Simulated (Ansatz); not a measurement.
**Hypothetical diamond Bi, pressure series**

Start from Bi in the diamond structure (space group Fd-3m, No. 227; a = 7.289 Å; a hypothetical phase, not in the database extracts checked).

Cell and atoms are relaxed at each pressure.

Calculations: PBE (Ansatz, a quantum-chemistry and plane-wave program), spin-orbit coupling left out.

```json
[
 {"P (GPa)": "-1.99", "V (Å³/atom)": "52.628"},
 {"P (GPa)": "-1.01", "V (Å³/atom)": "50.301"},
 {"P (GPa)": "0.30", "V (Å³/atom)": "47.922"},
 {"P (GPa)": "0.70", "V (Å³/atom)": "47.301"},
 {"P (GPa)": "1.49", "V (Å³/atom)": "46.181"},
 {"P (GPa)": "3.00", "V (Å³/atom)": "44.368"},
 {"P (GPa)": "5.00", "V (Å³/atom)": "42.426"},
 {"P (GPa)": "7.52", "V (Å³/atom)": "40.477"},
 {"P (GPa)": "10.01", "V (Å³/atom)": "38.905"}
]
```

**Question.** Fit a third-order Birch–Murnaghan equation of state.

**Answer.** Least squares on P(V) = (3B₀/2)[(V₀/V)^(7/3) − (V₀/V)^(5/3)]·[1 + (3/4)(B₀′ − 4)((V₀/V)^(2/3) − 1)] gives V₀ = 48.41 Å³/atom, B₀ = 29 GPa and B₀′ = 4.3.

Load acts through the strain it causes; cell and atoms are relaxed under it. Whether these cells are dynamically stable was not tested. No other phases were tried under pressure.
